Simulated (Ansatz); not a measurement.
## BP under a change: isotropic strain +2.50 %

Start from BP in the zinc blende structure (space group F-43m, No. 216; a = 4.520 Å).

Now apply this change: every lattice vector is stretched by 2.50 %; the atoms relax in the strained cell.

All numbers come from PBEsol, PAW, 420 eV (Ansatz, a program for electronic structure; no spin-orbit coupling). Γ-centred 13×13×13 mesh, Fermi–Dirac width 0.05 eV.

Volume per atom: 12.43 Å³ (base 11.54 Å³)
Space group: F-43m (No. 216) (base F-43m (No. 216))
Shortest interatomic distance: 2.006 Å (base 1.957 Å)
Energy relative to the base (free energy F): +32 meV/atom
Pressure: -10.91 GPa (base -0.01 GPa)
Band gap: 1.21 eV (base 1.11 eV)
Gap character: indirect, Γ → Γ–X (83 % along) (base indirect, Γ → Γ–X (83 % along))
Smallest direct gap: 3.28 eV (base 3.38 eV)
Mean gap deformation potential ΔEg/Δln V: +1.3 eV
Width of the top valence band: 5.18 eV (base 5.60 eV)
Electron mass: 1.2 mₑ along k, 0.23 mₑ across (off the special points) (base 1.3 mₑ along k, 0.22 mₑ across (off the special points))
Hole mass (degenerate bands, along [100]): 0.26, 0.26, 0.31 mₑ (at Γ) (base 0.25, 0.25, 0.34 mₑ (at Γ))

Effective masses come from finite differences of ±0.01 Å⁻¹. Along k means along the line from Γ to the band edge. Stability against distortions was not tested.
